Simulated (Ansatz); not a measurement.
## BaTe: energy against volume

BaTe (rock salt, Fm-3m, 41.807 Å³/atom and stress up to 0.01 GPa in the relaxed cell, cube axes along x, y and z) under hydrostatic pressure, with the cell free. PBEsol in Ansatz, a plane-wave DFT program (PAW, default set), 420 eV, 8×8×8 Γ-centred mesh, Fermi-Dirac smearing 0.05 eV; ions are relaxed, or left where forces stay under 0.02 eV/Å, within the symmetry of each cell.

Here V stands for volume and E for E less E0.

| volume (Å³/atom) | E less E0 (meV/atom) | pressure (GPa) |
|---|---|---|
| 44.9633 | 20.90 | -1.99 |
| 43.2309 | 4.57 | -1.00 |
| 41.8070 | 0.00 | 0.00 |
| 41.4062 | 0.39 | 0.32 |
| 40.9466 | 1.84 | 0.70 |
| 40.0719 | 7.79 | 1.49 |
| 38.6482 | ? | ? |

Question: Using the third-order Birch-Murnaghan form, a cubic in V^(-2/3), estimate the missing E at V = 38.6482 from the other rows, showing the fit.

Answer: With u = V^(-2/3) - 0.0827, the rows have u = -0.0036149, -0.0015160, 0.0003171, 0.0008519, 0.0014760, 0.0026965. Least squares gives E = 0.137 - 866.6·u + 1363352·u² + 3921389·u³. Residuals (row less fit): 0.000, 0.000, 0.001, -0.001, -0.001, 0.000; standard error 0.001 (degrees of freedom: 2). Its minimum lies at u = 0.0003174, so V0 = (0.0830174)^(-3/2) = 41.81. There d²E/du² = 2734000 and d³E/du³ = 2.353e7, so B0 = (4/9) × 41.81^(-7/3) × 2734000 × 0.160218 = 32.1 GPa (the last factor turns the table's units into GPa), and B0' = 4 + (2/3) × 0.0830174 × (2.353e7)/2734000 = 4.5. B0' rests on the cubic coefficient alone and has a standard error of 0.1 from these residuals. At the withheld row, u = 0.0047810, so E = 0.137 - 866.6 × 0.0047810 + 1363352 × 0.0047810² + 3921389 × 0.0047810³ = 27.586 meV/atom. The calculation gives 27.55 meV/atom, 0.036 meV/atom below the prediction (0.1 % of the range of E in the table). The row lies outside the fitted rows, so this is an extrapolation. The scatter of the fitted rows lies at the last printed digit.

Spin-orbit coupling is left out, which can shift these values for the heavy elements here. Other structures, which can take over under pressure, weren't tried. The same form fitted to the pressure column gives B0' = 4.4; series where the two differ by over 0.4 aren't shown. Rows are the converged runs of the series near zero and its far end, less any whose ions stayed unrelaxed beside relaxed ones; series whose fitted rows scatter by over a few per cent of the range, as at a crossing or softening among them, aren't shown in this form.
